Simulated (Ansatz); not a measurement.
# How the smallest direct gap on the k points sampled of MgO (within 0.1 Å of P3m1, No. 156, 12 atoms in the cell; start mp-775808; another space group than a measured phase of this formula) moves with the method

No measured value is used here.

```json
[
 {"level (code)": "LDA (Ansatz)", "value (eV)": "3.45"},
 {"level (code)": "PBEsol (Ansatz)", "value (eV)": "3.43"},
 {"level (code)": "r²SCAN (Ansatz)", "value (eV)": "4.23"}
]
```

Computed values are for a static lattice.  Values are at the PBEsol cell. Cutoffs differ between the levels. Ansatz's density-functional and Hartree–Fock values are scalar-relativistic unless marked +SOC, with PAW data made under PBE.

A start named mp-… is a Materials Project structure, which need not be a measured phase.

Ansatz is a program for electronic structure.
